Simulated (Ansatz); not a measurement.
Input for fcc Cu (1 1 1) on antifluorite Mg2Si (1 1 1) (film strained to the substrate, started from cuts of the bulks and a machine-learned relaxation; slabs Mg8Si4 and Cu15, which can lie off the formulas):

Ansatz 0.2 input:
```yaml
crystal:
  lattice:
    - [4.49948, 0.0, 0.009076518]
    - [-2.24974, 3.896664, -0.058832066]
    - [-2.009885521, 1.240935257, 23.880749136]
  atoms:
    - { symbol: Mg, position: [0.639884583, 0.216391867, 0.051371863] }
    - { symbol: Mg, position: [0.326147957, 0.544974939, 0.100902542] }
    - { symbol: Mg, position: [0.025362732, 0.889827685, 0.17175451] }
    - { symbol: Mg, position: [0.72316619, 0.217181392, 0.252410922] }
    - { symbol: Mg, position: [0.418537191, 0.535629402, 0.333689665] }
    - { symbol: Mg, position: [0.11039468, 0.849531887, 0.414118971] }
    - { symbol: Mg, position: [0.798151025, 0.169683023, 0.485162374] }
    - { symbol: Mg, position: [0.479295969, 0.492047245, 0.533837881] }
    - { symbol: Si, position: [-0.026243174, 0.878809625, 0.053950255] }
    - { symbol: Si, position: [0.375641315, 0.553073387, 0.216370011] }
    - { symbol: Si, position: [0.763416954, 0.192487539, 0.369602318] }
    - { symbol: Si, position: [0.147725274, 0.825409765, 0.53097623] }
    - { symbol: Cu, position: [0.979401289, 0.966225587, 0.614291992] }
    - { symbol: Cu, position: [0.648735584, 0.279572595, 0.623038861] }
    - { symbol: Cu, position: [0.303110778, 0.631207412, 0.621931769] }
    - { symbol: Cu, position: [0.010809367, 0.273569574, 0.706932267] }
    - { symbol: Cu, position: [0.680581713, 0.617784951, 0.705518932] }
    - { symbol: Cu, position: [0.337780297, 0.944350736, 0.707376499] }
    - { symbol: Cu, position: [0.035400318, 0.592166247, 0.792393981] }
    - { symbol: Cu, position: [0.70330766, 0.927038685, 0.79243837] }
    - { symbol: Cu, position: [0.374804506, 0.263752291, 0.79240989] }
    - { symbol: Cu, position: [0.069686506, 0.920376414, 0.877331796] }
    - { symbol: Cu, position: [0.74094265, 0.248960128, 0.879461379] }
    - { symbol: Cu, position: [0.396822689, 0.576843141, 0.878465779] }
    - { symbol: Cu, position: [0.103145733, 0.243110245, 0.970255992] }
    - { symbol: Cu, position: [0.768728494, 0.591240057, 0.962834564] }
    - { symbol: Cu, position: [0.415672924, 0.891417451, 0.962801362] }
basis:
  ecutwfc: 420
  ecutrho_ratio: 4
  xc_grid: 2
kpoints:
  mp_grid: { grid: [8, 8, 1] }
hamiltonian:
  xc: pbe
  dispersion: none
  pseudopotentials: { kind: paw }
scf:
  n_extra_bands: 49
  occupations: { method: fermi_dirac, width: 0.05 }
output:
  forces: true
  stress: true
  eigenstates:
    kpoints:
      - [0, 0, 0]
      - [0.5, 0, 0]
      - [0, 0.5, 0]
      - [0.5, 0.5, 0]
    e_range: [-3.5, 3.5]
    localisation: true
relax:
  f_tol: 0.04
  max_steps: 70
  cell: { fix: [a, b, gamma], stress_tol: 0.3 }
```

All values below come from PBE (plane waves to 420 eV, PAW; Ansatz, a program for electronic structure). No spin–orbit coupling; the runs are not spin-polarised. Its k-point mesh 8×8×1, Fermi–Dirac width 0.05 eV.

Q: What does the end of the output print (band table and long remarks left out, numbers rounded to eight decimals)?

A: 
```
SCF converged after 6 iterations
Free energy (F): -117311.712552 eV
Harris-Foulkes:  -117311.712552 eV  (|F-HF|=5.98e-9)
Internal energy: -117311.669541 eV  (E = F + TS)
E sigma→0 (E₀):  -117311.691046 eV
Entropy (-TS):   -0.043011 eV (-1.593 meV/atom)
Fermi energy:    10.896838 eV
--- Per-component energies (eV) ---
  E_band       = -9427.035235
  E_kinetic    = 5261.820271
  E_local      = -390859.007947  (includes V_loc(G=0)·N_el)
  E_nonlocal   = 6720.253575
  E_hartree    = 189343.054276
  E_xc         = -1793.475756
  E_vxc        = -2216.512042  (∫ρ·V_xc dr)
  E_paw        = -29337.830727  (= ΣΔE_a)
  E_vpaw       = -7019.703141  (= ΣTr[D̂ρ^β])
  E_aug_tail   = 0.004208  (compensation charges beyond the density's cutoff)
  E_ewald      = 103353.512558
  E_smearing   = -0.043011  (= −TS)
  E_closure    = 0.000000  (closes the sum)
  Σ components = -117311.712552   (vs F -117311.712552, Δ=0.00e0)
--- Forces (eV/Å), atoms counted from 1 ---
  atom   1  Mg     0.00534302    -0.01074860     0.00260379
  atom   2  Mg     0.00329317     0.00414620     0.00360894
  atom   3  Mg     0.00419870     0.00080804    -0.00326485
  atom   4  Mg     0.00464011     0.00339023    -0.00263993
  atom   5  Mg     0.00553865     0.00466584     0.00165681
  atom   6  Mg     0.00489575     0.00521094     0.00322151
  atom   7  Mg     0.00351499     0.00371584    -0.00208167
  atom   8  Mg     0.01052604    -0.00623601    -0.00277731
  atom   9  Si    -0.00710331     0.00868947    -0.00354381
  atom  10  Si     0.00253194     0.00278388     0.00139048
  atom  11  Si     0.00224228     0.00351615     0.00058709
  atom  12  Si    -0.00632785     0.00690742     0.00007372
  atom  13  Cu    -0.01041310    -0.00625307     0.00490172
  atom  14  Cu    -0.00014472    -0.00384889    -0.00982459
  atom  15  Cu     0.00390602    -0.00542915    -0.00623795
  atom  16  Cu     0.00928256     0.01676121     0.00099391
  atom  17  Cu    -0.00462810     0.00301169     0.00827761
  atom  18  Cu     0.00572468     0.00227006    -0.00292933
  atom  19  Cu    -0.01477732    -0.01425941     0.00489402
  atom  20  Cu    -0.00606554    -0.00975155    -0.00780592
  atom  21  Cu    -0.01015526    -0.01508604     0.00122170
  atom  22  Cu    -0.00222968     0.00451960     0.00338769
  atom  23  Cu    -0.00209674     0.00874095     0.00143550
  atom  24  Cu     0.00794940     0.00385005    -0.00512641
  atom  25  Cu    -0.00238259     0.00005607    -0.00314604
  atom  26  Cu    -0.00416083    -0.00819422     0.00299285
  atom  27  Cu    -0.00309993    -0.00323944     0.00812470
  max |Σ_I F_I| component: 5.77e-6 eV/Å
--- Stress (GPa, compression-positive) ---
        0.817550      -0.049310      -0.000014
       -0.049310       0.989285      -0.038816
       -0.000014      -0.038816       0.015116
  P = ⅓ Tr σ = 0.6073 GPa (6.073 kbar)
--- Relaxed structure (6 steps of the walk, 5 accepted, 1 SCFs on fresh bases) ---
  F+E_penalty+E_count = -117311.71255153 eV   max|allowed force component| = 1.676e-2 eV/Å   (the final SCF, on the basis selected at the relaxed cell)
  cell:  # Å, volume = 421.6350 Å³
    - [4.49921614, 0.00091753, 0.04955736]
    - [-2.24916474, 3.89466361, -0.14708818]
    - [-1.79493221, 0.82522857, 24.01336834]
  atoms:
    - { symbol: Mg, position: [0.72521858, 0.23563718, 0.05197149] }
    - { symbol: Mg, position: [0.40745686, 0.56716139, 0.10419773] }
    - { symbol: Mg, position: [0.09526693, 0.89822619, 0.17637721] }
    - { symbol: Mg, position: [0.78697726, 0.22981675, 0.25397888] }
    - { symbol: Mg, position: [0.48088082, 0.56173297, 0.33127969] }
    - { symbol: Mg, position: [0.17429996, 0.89460471, 0.40887371] }
    - { symbol: Mg, position: [0.86853613, 0.22984284, 0.48105814] }
    - { symbol: Mg, position: [0.55320942, 0.56329717, 0.53341242] }
    - { symbol: Si, position: [0.05891717, 0.90082221, 0.05576310] }
    - { symbol: Si, position: [0.44119773, 0.56426945, 0.21646797] }
    - { symbol: Si, position: [0.82730571, 0.22764213, 0.36877865] }
    - { symbol: Si, position: [0.22036298, 0.89747998, 0.52950426] }
    - { symbol: Cu, position: [0.93632659, 0.91599028, 0.61897564] }
    - { symbol: Cu, position: [0.58630750, 0.22718305, 0.62068327] }
    - { symbol: Cu, position: [0.24889512, 0.57754765, 0.62042612] }
    - { symbol: Cu, position: [-0.04876037, 0.23551829, 0.70574207] }
    - { symbol: Cu, position: [0.62031259, 0.57431317, 0.70478814] }
    - { symbol: Cu, position: [0.28437355, 0.90526623, 0.70819451] }
    - { symbol: Cu, position: [-0.01948448, 0.56840476, 0.79256926] }
    - { symbol: Cu, position: [0.64926543, 0.90558659, 0.79275130] }
    - { symbol: Cu, position: [0.31916800, 0.24336459, 0.79267906] }
    - { symbol: Cu, position: [0.01015751, 0.90269624, 0.87712252] }
    - { symbol: Cu, position: [0.67520774, 0.23379306, 0.88046500] }
    - { symbol: Cu, position: [0.34220177, 0.57041876, 0.87964919] }
    - { symbol: Cu, position: [0.04354083, 0.23007273, 0.96551449] }
    - { symbol: Cu, position: [0.70694676, 0.58054143, 0.96481316] }
    - { symbol: Cu, position: [0.35632313, 0.89143346, 0.96559402] }
```

Cost: around 40 core-minutes (rough).
